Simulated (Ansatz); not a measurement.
Start from BN in the h-BN type structure (space group P6_3/mmc, No. 194; a = 2.5058 Å, c = 6.6162 Å; layered, stacked along the Cartesian z axis). Axes: x lies along a and z along c of the hexagonal cell.

(Cell as relaxed with PBE-D3(BJ).)

Levels (all Ansatz, a first-principles code, PAW, earlier PAW set): PBE-D3(BJ) (420 eV, without spin-orbit coupling); r2SCAN+rVV10 (500 eV, spin-orbit coupling left out).

Each level relaxes its own structure.

| base | PBE-D3(BJ) | r2SCAN+rVV10 |
|---|---|---|
| volume per atom | 8.99 Å³ | 8.83 Å³ |
| lattice parameter a | 4.735 bohr | 4.724 bohr |
| band gap | 4.24 eV | 4.74 eV |

One thing is altered: biaxial strain −4.40 %, plane normal [001], relaxed out of plane (Cartesian); in-plane vectors clamped, the third vector and the atoms free.

```json
[
 {"quantity": "shortest interatomic distance", "PBE-D3(BJ)": "2.614 bohr", "r2SCAN+rVV10": "(withheld)"},
 {"quantity": "out-of-plane strain", "PBE-D3(BJ)": "-0.71 %", "r2SCAN+rVV10": "(withheld)"},
 {"quantity": "mean in-plane stress (compression positive)", "PBE-D3(BJ)": "+60.5 GPa", "r2SCAN+rVV10": "(withheld)"}
]
```

Problem. Given the PBE-D3(BJ) results, estimate those of r2SCAN+rVV10.

Solution. 
- shortest interatomic distance, r2SCAN+rVV10: 2.607 bohr
- out-of-plane strain, r2SCAN+rVV10: -0.05 %
- mean in-plane stress (compression positive), r2SCAN+rVV10: +61.9 GPa

PBE-D3(BJ)'s shortest interatomic distance lies 0.0063 bohr above r2SCAN+rVV10's (0.2 %); PBE-D3(BJ)'s out-of-plane strain lies 0.651 % below r2SCAN+rVV10's; PBE-D3(BJ)'s in-plane stress lies 1.4 GPa below r2SCAN+rVV10's. Neither level is exact; r2SCAN+rVV10 is the comparison here, not a measurement.

Stability against distortions was not tested.
